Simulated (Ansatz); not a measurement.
# Response to strain in C

The reference is C in the diamond structure (space group Fd-3m, No. 227; a = 3.5603 Å). Axes: x, y, z lie along the cube axes.

Strains are applied to the cell and any free atomic positions relax; under biaxial strain the out-of-plane vector relaxes too.

Method: r2SCAN (Ansatz, a first-principles code), without spin-orbit coupling.

```tsv
biaxial strain, plane normal [001], relaxed out of plane (%)	out-of-plane strain (%)
-3	0.67
-2.5	0.55
-2	0.44
-1.5	?
-1	0.22
-0.5	0.11
0	0.00
```

### Question
Fit ε⊥ = −νε + γε² (strains in %) to the rows shown and predict the withheld row.

### Answer
Least squares on the printed values gives ν = 0.22 (the biaxial Poisson response) and γ = 0.002 (largest residual 0.00 %); this predicts 0.33 %, and the run gives 0.33 %, in agreement.

Stability against distortions was not tested.
